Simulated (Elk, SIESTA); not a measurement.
A SIESTA input for a self-consistent single point of Zr (P6_3/mmc, 4 atoms in the cell) (DFT, GGA PBE, numerical atomic orbitals DZP, PseudoDojo PBE standard norm-conserving potentials (rewritten from UPF to PSML)):

```
# files in the folder: Zr.psml (PseudoDojo PBE standard)
SystemName  Zr
SystemLabel zr

NumberOfAtoms                4
NumberOfSpecies              1
%block ChemicalSpeciesLabel
  1 40 Zr
%endblock ChemicalSpeciesLabel
LatticeConstant              1.0 Bohr
%block LatticeVectors
     6.092342855    0.000000000    0.000000000
    -3.046172372    5.276124789    0.000000000
     0.000000000    0.000000000   19.602157437
%endblock LatticeVectors
AtomicCoordinatesFormat      Ang
%block AtomicCoordinatesAndAtomicSpecies
     0.000000000    0.000000000    0.000000000  1
     0.000000000    0.000000000    5.186507500  1
    -0.000001945    1.861337597    2.593253750  1
     1.611965945    0.930667403    7.779761250  1
%endblock AtomicCoordinatesAndAtomicSpecies

XC.functional                GGA
XC.authors                   PBE
PAO.BasisSize                DZP
PAO.EnergyShift              0.01 Ry
MeshCutoff                   400 Ry
%block kgrid.MonkhorstPack
   11   0   0  0.0
    0  11   0  0.0
    0   0   3  0.0
%endblock kgrid.MonkhorstPack
OccupationFunction           MP
OccupationMPOrder            0
ElectronicTemperature        1160.45 K

MaxSCFIterations             150
SCF.Mixer.Method             Pulay
SCF.Mixer.Weight             0.1
SCF.Mixer.History            8
SCF.DM.Tolerance             1.0E-05
Diag.ParallelOverK           true
WriteForces                  true
```

### Question
Translate this input to Elk.

### Answer
This is the input that was run; spellings and numerical settings could be chosen otherwise.

```
tasks
  0

xctype
  20

tforce
  .true.

rgkmax
  8.0

gmaxvr
  18.0

lmaxapw
  10

lmaxo
  8

nxlo
  2

lorbcnd
  .true.

lradstp
  2

nrmtscf
  2.0

lmaxi
  4

stype
  0

swidth
  0.00367493

maxscl
  100

avec
    6.0923434946    0.0000003241    0.0000000000
   -3.0461720279    5.2761240729    0.0000000000
    0.0000000000    0.0000000000   19.6021574366

sppath
  'species/'

atoms
  1
  'Zr.in'
  4
  0.0000000000  0.0000000000  0.0000000000    0.0 0.0 0.0
  0.0000000000  0.0000000000  0.5000000000    0.0 0.0 0.0
  0.3333333333  0.6666666667  0.2500000000    0.0 0.0 0.0
  0.6666666667  0.3333333333  0.7500000000    0.0 0.0 0.0

ngridk
  11 11 3
```

Basis settings and potentials, where a program has them, do not carry over. This input uses DFT, PBE, all-electron FP-LAPW, Elk's shipped species files, APW+lo basis with extra local orbitals.

The starting cell was generated: these elements placed on a structure prototype, without a prior relaxation; it need not be a known phase or ordering of this composition. Its lattice was rescaled by a random factor within 2.5 % of one.
